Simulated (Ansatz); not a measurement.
Take PbZrO3 in the cubic perovskite structure (space group Pm-3m, No. 221; a = 4.1412 Å; a cell from a computed database, its experimental status unchecked) as the base. Axes: x, y, z lie along the cube axes.

Now apply this change: uniaxial stress, 5 GPa tension along x; all other stress components relax to zero.

Levels (all Ansatz, a quantum-chemistry and plane-wave program, PAW, earlier PAW set): PBEsol (420 eV, without spin-orbit coupling); r2SCAN (500 eV, spin-orbit coupling left out).

The geometry is relaxed with PBEsol.

```
Item                            Value
--------------------  ---------------
PBEsol band gap               2.22 eV
PBEsol pressure             -1.66 GPa
PBEsol gap character  indirect, M → X
```

**Question.** How does going to r2SCAN change the band gap, pressure and gap character?

**Answer.** The band gap increases by 0.56 eV to 2.78 eV; the pressure grows by 2.186 GPa (-1.66 GPa → 0.52 GPa); the gap character stays indirect, M → X.

Single points use the geometry relaxed with PBEsol. Their cutoffs differ, which shifts pressures a little. With Pb present, leaving out spin-orbit coupling can change the band edges. Load acts through the strain it causes; cell and atoms are relaxed under it. Beyond what the load breaks, stability against distortions was not tested. Many cubic perovskites are stable only at high temperature; tilts and polar distortions were not tested. k-point labels follow each cell's own Brillouin zone.
